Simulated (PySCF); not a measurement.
PySCF 2.14.0, WB97X/def2-svpd, df: Ti(I)3 ([I][Ti+]([I])[I]), charge +1, multiplicity 1, 4 atoms. The geometry is a generated start, not checked to be a minimum at this level.

| Quantity | Result |
|---|---|
| task | energy |
| method | wb97x |
| basis | def2-svpd |
| two-electron scheme | density fitting |
| mol.max_memory | 3000 MB |
| mf.max_cycle | 100 |
| mf.conv_tol | 1e-09 (default) |
| mf.grids.level | 3 (default) |
| effective core potentials | those of the basis set, past Kr |
| basis functions | 139 |
| grid points | 86784 |

```xyz
4

Ti    -0.3535     0.3722     0.7107
I     -1.7649    -1.5398    -0.4313
I      0.1373     1.9737    -1.3288
I      1.9811    -0.8060     1.0493
```

Charge 1 and multiplicity 1 are set for this test and not shown to be the ground state.

With the defaults (mf.DIIS = CDIIS, mf.diis = true, mf.diis_space = 8, mf.init_guess = minao, mf.level_shift = 0, mf.damp = 0, mf.diis_start_cycle = 1) it converges in 38 Fock builds. One run each on 2 threads, 1 BLAS thread, with these changes:
- mf.damp = 0.7, mf.diis_start_cycle = 8
- mf.damp = 0.3, mf.diis_start_cycle = 4
- mf.level_shift = 0.1 Hartree
- mf.DIIS = EDIIS
- mf.level_shift = 0.3 Hartree
- mf.init_guess = atom
- mf.diis_space = 5
- mf.DIIS = ADIIS
- mf.diis = false

### Question
Which of these changes keep the SCF from converging, or lead it to another solution?

### Answer
No convergence: mf.DIIS = EDIIS; mf.diis = false (the run ends without SCF convergence in 100 cycles). The rest reach the solution of the defaults.

```
setting                                 Fock builds             end
--------------------------------------  -----------  --------------
mf.init_guess = atom                             20   same solution
mf.damp = 0.7, mf.diis_start_cycle = 8           22   same solution
mf.level_shift = 0.1 Hartree                     23   same solution
mf.level_shift = 0.3 Hartree                     29   same solution
mf.damp = 0.3, mf.diis_start_cycle = 4           30   same solution
the defaults                                     38   same solution
mf.DIIS = ADIIS                                  43   same solution
mf.diis_space = 5                                69   same solution
mf.DIIS = EDIIS                                 101  no convergence
mf.diis = false                                 101  no convergence
```
